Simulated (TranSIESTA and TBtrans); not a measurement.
Device: diphenylsilane-4,4'-diyl held by selenolate Se between two Au chains. Leads: straight Au chain, spacing 2.55 Å. Geometry: 27 atoms about the centre moved by SIESTA (PBE, SZP) to a largest force of 0.09 eV/Å, all others as built. Transport runs along z; the first 6 and the last 6 of the 43 atoms are the lead cells, repeated to infinity.

```xyz
43
Lattice="13.761 0.000 0.000 0.000 13.761 0.000 0.000 0.000 56.811" Properties=species:S:1:pos:R:3 pbc="F F T"
Au     6.880     6.880     0.000
Au     6.880     6.880     2.550
Au     6.880     6.880     5.100
Au     6.880     6.880     7.650
Au     6.880     6.880    10.200
Au     6.880     6.880    12.750
Au     6.880     6.880    15.300
Au     6.880     6.880    17.850
Au     6.711     6.763    20.369
Se     8.405     7.954    21.639
C      7.515     7.315    23.289
C      6.450     8.089    23.887
C      5.728     7.581    25.015
C      6.048     6.295    25.590
C      7.152     5.556    25.022
C      7.880     6.054    23.894
Si     5.150     5.669    27.131
C      6.050     6.296    28.673
C      7.153     5.558    29.241
C      7.883     6.055    30.370
C      7.522     7.316    30.980
Se     8.418     7.941    32.636
C      6.456     8.088    30.380
C      5.734     7.581    29.252
H      6.183     9.115    23.420
H      4.860     8.209    25.459
H      7.446     4.529    25.475
H      8.755     5.448    23.436
H      3.695     6.214    27.128
H      5.172     4.115    27.126
H      7.445     4.531    28.790
H      8.756     5.442    30.824
H      6.179     9.114    30.843
H      4.865     8.209    28.809
Au     6.709     6.761    33.893
Au     6.880     6.880    36.411
Au     6.880     6.880    38.961
Au     6.880     6.880    41.511
Au     6.880     6.880    44.061
Au     6.880     6.880    46.611
Au     6.880     6.880    49.161
Au     6.880     6.880    51.711
Au     6.880     6.880    54.261
```

Run with TranSIESTA and TBtrans (open boundaries, self-consistent; PseudoDojo norm-conserving potentials, scalar-relativistic): PAO.BasisSize DZP, PAO.EnergyShift 0.15 eV, XC.Authors PBE, Mesh.Cutoff 150 Ry, ElectronicTemperature 300 K, TS.Voltage 0.0 eV, TBT.Elecs.Eta 0.001 eV, no spin polarisation.

Energies count from the leads' Fermi level. Transmissions are for one spin of a degenerate pair. The energy step is 0.02 eV; narrower resonances are cut or missed.

```tsv
E (eV)	T
-0.20	0.0122
-0.16	0.0139
-0.12	0.0194
-0.08	0.0140
-0.04	0.0116
0.00	0.0108
0.04	0.0112
0.08	0.0110
0.12	0.0107
0.16	0.0104
0.20	0.0101
```

Q: Give the zero-bias conductance in μS and the resistance at 300 K.

A: At the Fermi level T = 0.0108. Averaged with −∂f/∂E over the full grid (kT = 25.9 meV) it is 0.0114. With G0 = 2e²/h = 77.48 μS, G = 0.883 μS and R = 1/G = 1130 kΩ.

Q: The eigenchannels at the Fermi level transmit 0.0108. What Fano factor of the shot noise follows at low temperature and bias?

A: F = Σ τ(1 − τ)/Σ τ = 0.0107/0.0108 = 0.99.

The leads' channel count changes near -0.01 eV, within the thermal window, so values at the Fermi level hang on where that band edge falls. The leads are straight chains one atom wide, held at their spacing: model electrodes, not surfaces. Semilocal functionals put molecular levels too close to the Fermi level and tend to overestimate such conductances.
